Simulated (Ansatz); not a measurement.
The parent structure is a 16-atom supercell of BiB in the zinc blende structure (space group F-43m, No. 216; a hypothetical phase, not in the database extracts checked) at its relaxed geometry.

```yaml
crystal:
  lattice:
    - [0.00000, 5.49049, 5.49049]
    - [5.49049, 0.00000, 5.49049]
    - [5.49049, 5.49049, 0.00000]
  atoms:
    - { symbol: Bi, position: [0.37500, 0.37500, 0.37500] }
    - { symbol: Bi, position: [0.37500, 0.37500, 0.87500] }
    - { symbol: Bi, position: [0.37500, 0.87500, 0.37500] }
    - { symbol: Bi, position: [0.37500, 0.87500, 0.87500] }
    - { symbol: Bi, position: [0.87500, 0.37500, 0.37500] }
    - { symbol: Bi, position: [0.87500, 0.37500, 0.87500] }
    - { symbol: Bi, position: [0.87500, 0.87500, 0.37500] }
    - { symbol: Bi, position: [0.87500, 0.87500, 0.87500] }
    - { symbol: B, position: [0.00000, 0.00000, 0.00000] }
    - { symbol: B, position: [0.00000, 0.00000, 0.50000] }
    - { symbol: B, position: [0.00000, 0.50000, 0.00000] }
    - { symbol: B, position: [0.00000, 0.50000, 0.50000] }
    - { symbol: B, position: [0.50000, 0.00000, 0.00000] }
    - { symbol: B, position: [0.50000, 0.00000, 0.50000] }
    - { symbol: B, position: [0.50000, 0.50000, 0.00000] }
    - { symbol: B, position: [0.50000, 0.50000, 0.50000] }
```

Calculations: r2SCAN in Ansatz (plane waves to 500 eV, PAW, without spin-orbit coupling).

One neutral defect a cell, atoms relaxed at fixed cell.

One change was made to it. Results:

The pressure falls by 3.1 GPa (-0.1 GPa → -3.2 GPa); the largest displacement of a host atom from its site in the perfect cell comes out as 0.18 Å.

Which change produced these results?
A. Cr on a Bi site
B. Bi vacancy, symmetric start
C. Bi interstitial (started 2.24 Å from the nearest host atom), symmetric start

A, Cr on a Bi site. For comparison, the pressure in the other runs: Bi vacancy, symmetric start gives -0.6 GPa; Bi interstitial (started 2.24 Å from the nearest host atom), symmetric start gives 14.9 GPa.

Other magnetic orders, which the real material may have, were not ruled out. The cell is small, so the values are those of an ordered compound at a high defect concentration; dilute-limit values will differ. A case with no gap was solved on a k-mesh chosen for an insulator, which is coarse for it. Defects with a symmetric start kept the site's symmetry and may sit on a saddle; the others started slightly shaken. Seeded moments were not kept for Bi interstitial (started 2.24 Å from the nearest host atom).

Ansatz is a first-principles code.
